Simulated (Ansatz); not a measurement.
Consider LaNbO$_{4}$ (space group C2/c, No. 15; a = 7.2472 Å, b = 11.4223 Å, c = 5.1565 Å, α = γ = 90.00°, β = 130.24°).

Computed with DFT with PBEsol, PAW potentials and a 420 eV plane-wave cutoff in Ansatz (a quantum-chemistry and plane-wave program), without spin-orbit coupling.

| level | band gap |
|---|---|
| PBEsol | 3.63 eV |

Measured: band gap 4.35 eV (temperature not stated; as listed in Alka B. Garg et al., The Journal of Physical Chemistry Letters (2023)).

Computed minus measured — band gap: PBEsol -0.72 eV. Measured values not marked as corrected hold thermal and zero-point effects that the static-lattice runs lack. A measured gap can be an optical one, lowered by exciton binding. Levels without spin-orbit coupling miss its effect on the gap.

Whether these cells are dynamically stable was not tested.
